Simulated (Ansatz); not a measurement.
Worked example: self-consistent single point of Hf2SiMo3 (P6_3/mmc, 12 atoms in the cell) in Ansatz (a program for electronic structure).

Method of the run: PBEsol with spin-orbit coupling, default PAW files made with PBE (plane waves; Ansatz).

```
Hf2SiMo3
1.0
    5.31989     0.00000     0.00000
   -2.65995     4.60716     0.00000
    0.00000     0.00000     8.63082
Hf Si Mo
4 2 6
Direct
  0.66667   0.33333   0.93674
  0.33333   0.66667   0.06326
  0.33333   0.66667   0.43674
  0.66667   0.33333   0.56326
  0.00000   0.00000   0.00000
  0.00000   0.00000   0.50000
  0.17022   0.34043   0.75000
  0.82978   0.65957   0.25000
  0.82978   0.17022   0.25000
  0.17022   0.82978   0.75000
  0.65957   0.82978   0.75000
  0.34043   0.17022   0.25000
```

Reference input (self-consistent single point, DFT, LDA (PW92), plane waves, default PAW files made with PBE): kpoints.mp_grid.grid = 6 6 3; hamiltonian.xc = lda; hamiltonian.pseudopotentials = {kind: paw} (the program's default PAW files); scf.occupations.method = fermi_dirac; scf.occupations.width = 0.0073 Ry. This run's input differs from it in these lines:

Ansatz 0.2 input:
```diff
@@ -22,4 +22,7 @@
 hamiltonian:
-  xc: lda
+  xc: pbesol
   pseudopotentials: { kind: paw }
+magnetization:
+  noncollinear: true
+  spin_orbit: true
 scf:
```

Output (repeated stretches shortened):

```
SCF iter   1: F=—  HF=-93138.773027 eV  |F-HF|=—  |Δ(HF+E_count)|=         —  Δρ=2.02e-1  dr2=2.40e2  dr2_m=0.00e0 (ungated)  ethr=3.10e-3  |M|=0.00e0 ∫|m|=0.00e0 μB  |m|>n=0.0e0 m-floor=0.0e0 τ_xc=0.0e0  β_m=0.30  ⟨swp⟩=5.5  Hψ=6894  notcnv=0  defer=24
all-band conjugate gradients solve this SCF's bands
preconditioner: auto → Kerker (q_TF=auto, 2.694 Å⁻¹)
spin=Noncollinear: Kerker preconditioning applied to the charge; magnetization (m_x, m_y, m_z) channels mix plain (no charge-response kernel on spin).
   [... lines left out ...]
SCF iter  10: F=—  HF=-93104.127696 eV  |F-HF|=—  |Δ(HF+E_count)|=   4.15e-7  Δρ=5.28e-6  dr2=1.20e-7  dr2_m=0.00e0 (ungated)  ethr=6.41e-10  |M|=0.00e0 ∫|m|=0.00e0 μB  |m|>n=0.0e0 m-floor=0.0e0 τ_xc=0.0e0  β_m=0.99  ⟨swp⟩=2.8  Hψ=3108  notcnv=0  defer=106
SCF iter  11: F=-93104.127696 eV  HF=-93104.127696 eV  |F-HF|=2.79e-9  |Δ(HF+E_count)|=   1.56e-8  Δρ=1.02e-6  dr2=1.89e-9  dr2_m=0.00e0 (ungated)  ethr=5.10e-11  |M|=0.00e0 ∫|m|=0.00e0 μB  |m|>n=0.0e0 m-floor=0.0e0 τ_xc=0.0e0  ⟨swp⟩=11.6  Hψ=6540  notcnv=0
SCF 1 converged in 11 iterations: F = -93104.127696 eV  dr2 = 1.89e-9
Magnetization: |M| = 0.0000 μB,  M = (+0.0000, +0.0000, +0.0000) μB
Absolute magnetization: 0.0000 μB (∫|m|)
  site 0: m = (+0.0000, +0.0000, +0.0000) μB, |m| = 0.0000 μB  (R = 1.28 Å)
  site 1: m = (+0.0000, +0.0000, +0.0000) μB, |m| = 0.0000 μB  (R = 1.28 Å)
  site 2: m = (+0.0000, +0.0000, +0.0000) μB, |m| = 0.0000 μB  (R = 1.28 Å)
  site 3: m = (+0.0000, +0.0000, +0.0000) μB, |m| = 0.0000 μB  (R = 1.28 Å)
  site 4: m = (+0.0000, +0.0000, +0.0000) μB, |m| = 0.0000 μB  (R = 1.10 Å)
  site 5: m = (+0.0000, +0.0000, +0.0000) μB, |m| = 0.0000 μB  (R = 1.10 Å)
  site 6: m = (+0.0000, +0.0000, +0.0000) μB, |m| = 0.0000 μB  (R = 1.07 Å)
  site 7: m = (+0.0000, +0.0000, +0.0000) μB, |m| = 0.0000 μB  (R = 1.07 Å)
   [... lines left out ...]
Free energy (F): -93104.127696 eV
Fermi energy:    18.652165 eV
   [... lines left out ...]
  atom  12  Mo     0.13049065     0.07533882     0.00000000
--- Stress (GPa, compression-positive) ---
       -9.268916      -0.000000       0.000000
       -0.000000      -9.268916       0.000000
        0.000000       0.000000      -7.606841
  P = ⅓ Tr σ = -8.7149 GPa (-87.149 kbar)
  The stress holds the Pulay correction. Without it, at fixed plane waves, as pw.x and ABINIT print it: P = -8.7500 GPa
```

The run converged in 11 iterations. Against the reference run the pressure goes from -12.63 to -8.71 GPa and the largest force goes from 0.179 to 0.151 eV/Å.

The starting cell comes from a database of computed structures (which also holds hypothetical and non-ambient phases and stackings), without a prior relaxation at this level. Its lattice was rescaled by a random factor within 2.5 % of one. With a pressure of about -9 GPa the cell is away from its equilibrium volume at this level. Ansatz's pressure includes its estimate of the finite-basis (Pulay) stress.

Cost on one core of a shared machine: roughly 2 min.
